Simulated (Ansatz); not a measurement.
What tensor shear ε_xz = +1.96 % does to ZnO

Consider ZnO in the wurtzite structure (space group P6_3mc, No. 186; a = 3.235 Å, c = 5.211 Å). Axes: x lies along a and z along c of the hexagonal cell.

The change: a pure shear with ε_xz = ε_zx = 0.0196; the atoms relax in the strained cell.

Calculations: r2SCAN (Ansatz, an electronic-structure program), no spin-orbit coupling. Γ-centred 12×12×7 mesh, Fermi–Dirac width 0.05 eV.

| quantity | base | changed | shift |
|---|---|---|---|
| space group | P6_3mc (No. 186) | Cc (No. 9) | – |
| shortest interatomic distance | 1.970 Å | 1.970 Å | 0.000 Å |
| energy relative to the base (free energy F) | 0 meV/atom | +2.2 meV/atom | +2.2 meV/atom |
| pressure (mean of the normal stresses, compression positive) | 0.00 GPa | -0.05 GPa | -0.05 GPa |
| band gap | 1.24 eV | 1.22 eV | -0.02 eV |
| gap character | direct at Γ | direct at Γ | – |
| electron mass | 0.19 mₑ (at Γ) | 0.19 mₑ (at Γ) | – |
| valence-band top at Γ (three highest levels, from the VBM) | 0.00, 0.00, -0.10 eV | 0.00, -0.02, -0.13 eV | – |
| largest internal atomic displacement | – | 0.012 Å | – |
| stress (xx, yy, zz, yz, xz, xy; compression positive) | – | (-0.13, -0.02, 0.01, 0.00, -1.50, 0.00) GPa | – |

Effective masses come from finite differences of ±0.01 Å⁻¹. Whether these cells are dynamically stable was not tested. k-point labels follow each cell's own Brillouin zone.
